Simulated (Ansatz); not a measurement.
Consider C in the diamond structure (space group Fd-3m, No. 227; a = 3.5603 Å). Axes: x, y, z lie along the cube axes.

Calculations: r2SCAN (Ansatz, a program for electronic structure; PAW; 500 eV plane waves; spin-orbit coupling left out), earlier PAW set.

Base values:

| Property | Result |
|---|---|
| Valence-band top at Γ | 0.00, 0.00, 0.00 eV |
| Valley order | a point along ⟨100⟩, about 1.3 Å⁻¹ from Γ 4.36 eV |

Modification: uniaxial stress, 3 GPa tension along z; all other stress components relax to zero.

Estimate the effect on the strain response, valence-band top at Γ and valley order.

The strain response (xx, yy, zz) is (−0.03, −0.03, +0.28) %; the valence-band top at Γ (three highest levels, from the VBM) becomes 0.00, 0.00, -0.05 eV (base: 0.00, 0.00, 0.00 eV); the valley order (the lowest conduction-band minima on the path, energy above the VBM, named in the base's zone) changes from a point along ⟨100⟩, about 1.3 Å⁻¹ from Γ 4.36 eV to a point along [100], about 1.3 Å⁻¹ from Γ 4.32 eV; a point along [001], about 1.3 Å⁻¹ from Γ 4.39 eV.

The levels and masses belong to the bands next to the band gap. Stability under load was not tested beyond the relaxation.
